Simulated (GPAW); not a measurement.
## σxx against uniaxial strain in rock-salt ZrC (space group 225): C11 (GPAW, PBEsol)

```xyz
2
Lattice="0.0000 2.3320 2.3320 2.2970 0.0000 2.3320 2.2970 2.3320 0.0000" Properties=species:S:1:pos:R:3 pbc="T T T"
Zr     0.0000     0.0000     0.0000
C      2.2970     2.3320     2.3320
```

Level of theory: PBEsol, GPAW PAW datasets PBEsol (made by gpaw-setup) (plane waves; GPAW). Settings: mode = pw; ecut = 1040 eV; xc = PBEsol; kpts = 24 24 24; mesh shift (steps) = 0 0 0; occupations.name = fermi-dirac; occupations.width = 0.05 eV; nbands = -8; convergence.density = 1e-06 e/electron; convergence.energy = 1e-06 eV/electron; symmetry.symmorphic = false; symmetry.tolerance = 0.0005; maxiter = 100. The cell above is the first row's. The rows stretch one cube axis (x) by the strain ε and hold the other two. Stress is positive in tension. In all rows fractional positions and the k mesh are held.

| ε (%) | σxx (GPa) |
|---|---|
| -1.5 | ? |
| -1.0 | -5.18 |
| -0.5 | -2.47 |
| 0.0 | 0.10 |
| 0.5 | 2.53 |
| 1.0 | 4.84 |
| 1.5 | 7.03 |
| 2.0 | 9.10 |

Using a parabola, estimate the missing σxx at ε = -1.5 from the other rows, showing the fit.

Least squares gives σxx = 0.091 + 5.0100·ε - 0.2543·ε². Residuals (row less fit): -0.007, 0.008, 0.009, -0.002, -0.007, -0.004, 0.006; standard error 0.008 (degrees of freedom: 4). The slope at ε = 0, 5.0100 GPa per cent, gives C11 ≈ 100 × 5.0100 = 501 GPa, for the static lattice. At the withheld row, σxx = 0.091 + 5.0100 × (-1.5) - 0.2543 × (-1.5)² = -7.996 GPa. The calculation gives -8.03 GPa, 0.034 GPa below the prediction (0.2 % of the range of σxx in the table). The row lies outside the fitted rows, so this is an extrapolation. From the scatter of the fitted rows alone, a prediction at this place has a standard error of 0.016 GPa, so the miss is 2.2 times that.

Carrying the step between the two nearest rows on in a straight line would have given -7.89, off by 0.14; series whose last step already gives the withheld value aren't shown. The reference cell has the volume at which an earlier scan in this program and functional put its minimum by a fit. The runs keep the symmetry of the cell, so they don't test it for distortions. The unstrained cell stands at a pressure of -0.10 GPa, and the constants belong to that pressure. By symmetry this strain leaves no force on the atoms; the largest in the rows is 0.000 eV/Å. Without a gap such slopes are sensitive to mesh and smearing. Cutoffs and mesh are single choices, not tested for convergence of this quantity. Series with a scatter that would blur these digits, or in which a gap closes, are not shown. Strain series were run only where this level's volume lies within 10 % of a first guess from the measured size.
